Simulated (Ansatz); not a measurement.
Consider CdSe in the wurtzite structure (space group P6_3mc, No. 186; a = 4.248 Å, c = 6.941 Å).

One thing is altered: the cell is scaled by 0.9880 in all directions; the atoms relax in the strained cell.

Level of theory: Ansatz (a first-principles code), LDA, PAW, cutoff 420 eV, no spin-orbit coupling.

Base, band edges from the VBM (valence, conduction): K -1.83, 3.96; H -1.23, 3.63; M -0.82, 3.09; L -1.46, 2.74; A -0.43, 2.23; Γ 0.00, 0.46 eV.

Task: Give the band edges at the high-symmetry points of the new zone, measured from its valence-band maximum.

Result: 
```tsv
point	valence edge (eV)	conduction edge (eV)
Γ	0.00	0.54
M	-0.88	3.14
K	-1.95	3.87
A	-0.47	2.29
L	-1.56	2.74
H	-1.32	3.68
```

The gap is 0.54 eV, direct at Γ.

Stability against distortions was not tested.
